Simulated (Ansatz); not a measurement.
The starting structures come from a database of crystals and need not be the phases stable at ambient conditions.

 Where the default PAW files enter, the runs use the earlier of Ansatz's two default sets.

Tunnelling through a barrier is set by its complex band structure: the current falls as exp(−2κd) with the smallest κ.

Given:

```
CELL_PARAMETERS angstrom
      5.64607     0.00000     0.00000
      0.48038     6.15714     0.00000
     -1.63748    -1.71039     4.34604
ATOMIC_POSITIONS crystal
  Si 0.22485 0.77344 0.67010
  Si 0.65623 0.56754 0.23689
  Si 0.40560 0.11975 0.35987
  Si 0.02776 0.31091 0.84394
  P  0.98376 0.68069 0.16053
  P  0.58849 0.87672 0.61985
  P  0.35755 0.43663 0.76737
  P  0.77211 0.24204 0.34203
  Ru 0.00185 0.00078 0.99932
```

Space group of this cell: P1. The cell is taken as given.

Transport runs along the normal of the first two printed cell vectors.

The gap is the functional's own. No spin-orbit coupling. Mid-gap values are interpolated on the energy grid.

Problem. Compute, with r2SCAN (Ansatz, a program for electronic structure), the band gap and the smallest decay constant κ at mid-gap.

Solution. Gap 1.67 eV on a 6×6×8 mesh; κ = 0.196 1/Å, at (-0.333, 0.333) of the in-plane reciprocal vectors. At the zone centre, at the nearest computed energy, the slowest state has κ = 0.25 1/Å.
